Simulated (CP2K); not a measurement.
How a calculation on Mg14CdBi (P-6m2, 16 atoms in the cell) responds to its settings

```cif
data_BiCdMg14
_chemical_formula_sum 'Mg14 Cd1 Bi1'
_space_group_name_H-M_alt 'P-6m2'
_space_group_IT_number 187
_space_group_name_Hall 'P -6 2'
_cell_length_a 6.40900
_cell_length_b 6.40900
_cell_length_c 10.44477
_cell_angle_alpha 90.000
_cell_angle_beta 90.000
_cell_angle_gamma 120.000
loop_
_atom_site_label
_atom_site_type_symbol
_atom_site_symmetry_multiplicity
_atom_site_Wyckoff_symbol
_atom_site_fract_x
_atom_site_fract_y
_atom_site_fract_z
_atom_site_occupancy
Mg1 Mg 3 j 0.50015 0.00030 0.00000 1
Mg2 Mg 3 k 0.50039 0.00077 0.50000 1
Mg3 Mg 6 n 0.16961 0.33922 0.24370 1
Mg4 Mg 2 i 0.66667 0.33333 0.24968 1
Cd1 Cd 1 a 0.00000 0.00000 0.00000 1
Bi1 Bi 1 b 0.00000 0.00000 0.50000 1
```

Base run A: LDA (Pade form), GPW, DZVP-MOLOPT-SR-GTH basis, GTH-PADE potentials (GTH_POTENTIALS) in CP2K, self-consistent single point.

Its settings: CUTOFF = 1000 Ry; REL_CUTOFF = 40 Ry; SMEAR/METHOD = FERMI_DIRAC; ELECTRONIC_TEMPERATURE = 1160.45 K; KPOINTS/SCHEME = MACDONALD 6 6 3 0.08333333333 0.08333333333 0; XC_FUNCTIONAL = PADE; Mg/BASIS_SET = DZVP-MOLOPT-SR-GTH-q10; Mg/POTENTIAL = GTH-PADE-q10; Cd/BASIS_SET = DZVP-MOLOPT-SR-GTH-q12; Cd/POTENTIAL = GTH-PADE-q12; Bi/BASIS_SET = DZVP-MOLOPT-SR-GTH-q5; Bi/POTENTIAL = GTH-PADE-q5; METHOD = GPW; EPS_DEFAULT = 1e-10; NGRIDS = 5; SCF_GUESS = ATOMIC; EPS_SCF = 1e-06; MAX_SCF = 100; ADDED_MOS = 25; MIXING/METHOD = BROYDEN_MIXING.

The starting cell comes from a database of computed structures (which also holds hypothetical and non-ambient phases and stackings), without a prior relaxation at this level. Values carry the incompleteness of an atom-centred basis.

ΔF is the free energy per atom less that of run A. 

Run A gave: pressure (GPa) -1.29; largest force (eV/Å) 0.243; TS (meV/atom) 12.3; k-points 108.

Runs:
- B: SMEAR/METHOD: FERMI_DIRAC → GAUSSIAN; ELECTRONIC_TEMPERATURE: 1160.45 K → default; KPOINTS/SCHEME: MACDONALD 6 6 3 0.08333333333 0.08333333333 0 → MACDONALD 4 4 3 0.125 0.125 0; SIGMA: default → 0.03 eV
- C: SMEAR/METHOD: FERMI_DIRAC → GAUSSIAN; ELECTRONIC_TEMPERATURE: 1160.45 K → default; KPOINTS/SCHEME: MACDONALD 6 6 3 0.08333333333 0.08333333333 0 → MACDONALD 4 4 3 0.125 0.125 0; SIGMA: default → 0.1 eV
- D: SMEAR/METHOD: FERMI_DIRAC → GAUSSIAN; ELECTRONIC_TEMPERATURE: 1160.45 K → default; KPOINTS/SCHEME: MACDONALD 6 6 3 0.08333333333 0.08333333333 0 → MACDONALD 4 4 3 0.125 0.125 0; SIGMA: default → 0.3 eV
- E: SMEAR/METHOD: FERMI_DIRAC → GAUSSIAN; ELECTRONIC_TEMPERATURE: 1160.45 K → default; KPOINTS/SCHEME: MACDONALD 6 6 3 0.08333333333 0.08333333333 0 → MONKHORST-PACK 5 5 3; SIGMA: default → 0.03 eV
- F: SMEAR/METHOD: FERMI_DIRAC → GAUSSIAN; ELECTRONIC_TEMPERATURE: 1160.45 K → default; KPOINTS/SCHEME: MACDONALD 6 6 3 0.08333333333 0.08333333333 0 → MONKHORST-PACK 5 5 3; SIGMA: default → 0.1 eV
- G: SMEAR/METHOD: FERMI_DIRAC → GAUSSIAN; ELECTRONIC_TEMPERATURE: 1160.45 K → default; KPOINTS/SCHEME: MACDONALD 6 6 3 0.08333333333 0.08333333333 0 → MONKHORST-PACK 5 5 3; SIGMA: default → 0.3 eV
- H: SMEAR/METHOD: FERMI_DIRAC → GAUSSIAN; ELECTRONIC_TEMPERATURE: 1160.45 K → default; SIGMA: default → 0.03 eV
- I: SMEAR/METHOD: FERMI_DIRAC → GAUSSIAN; ELECTRONIC_TEMPERATURE: 1160.45 K → default; SIGMA: default → 0.1 eV
- J: SMEAR/METHOD: FERMI_DIRAC → GAUSSIAN; ELECTRONIC_TEMPERATURE: 1160.45 K → default; SIGMA: default → 0.3 eV

What does run E change against A?

The free energy goes up by 4.0 meV/atom, the pressure hardly changes (-1.29 to -1.32 GPa) and the largest force goes from 0.243 to 0.310 eV/Å.

What does run F change against A?

The free energy rises by 3.1 meV/atom, the pressure moves little (-1.29 to -1.34 GPa) and the largest force goes from 0.243 to 0.307 eV/Å.

What does run I change against A?

The free energy goes up by 5.0 meV/atom, the pressure moves little (-1.29 to -1.33 GPa) and the largest force moves little (0.243 to 0.242 eV/Å).

```json
[
 {"run": "A", "ΔF (meV/atom)": "0.00", "pressure (GPa)": "-1.29", "largest force (eV/Å)": "0.243", "TS (meV/atom)": "12.3", "k-points": "108"},
 {"run": "B", "ΔF (meV/atom)": "12.4", "pressure (GPa)": "-1.24", "largest force (eV/Å)": "0.199", "TS (meV/atom)": "0.3", "k-points": "26"},
 {"run": "C", "ΔF (meV/atom)": "10.8", "pressure (GPa)": "-1.27", "largest force (eV/Å)": "0.198", "TS (meV/atom)": "3.0", "k-points": "26"},
 {"run": "D", "ΔF (meV/atom)": "0.84", "pressure (GPa)": "-1.22", "largest force (eV/Å)": "0.206", "TS (meV/atom)": "20.7", "k-points": "26"},
 {"run": "E", "ΔF (meV/atom)": "4.0", "pressure (GPa)": "-1.32", "largest force (eV/Å)": "0.310", "TS (meV/atom)": "0.2", "k-points": "38"},
 {"run": "F", "ΔF (meV/atom)": "3.1", "pressure (GPa)": "-1.34", "largest force (eV/Å)": "0.307", "TS (meV/atom)": "1.8", "k-points": "38"},
 {"run": "G", "ΔF (meV/atom)": "-3.9", "pressure (GPa)": "-1.29", "largest force (eV/Å)": "0.302", "TS (meV/atom)": "16.2", "k-points": "38"},
 {"run": "H", "ΔF (meV/atom)": "5.7", "pressure (GPa)": "-1.35", "largest force (eV/Å)": "0.250", "TS (meV/atom)": "0.1", "k-points": "108"},
 {"run": "I", "ΔF (meV/atom)": "5.0", "pressure (GPa)": "-1.33", "largest force (eV/Å)": "0.242", "TS (meV/atom)": "1.7", "k-points": "108"},
 {"run": "J", "ΔF (meV/atom)": "-2.2", "pressure (GPa)": "-1.27", "largest force (eV/Å)": "0.246", "TS (meV/atom)": "17.2", "k-points": "108"}
]
```
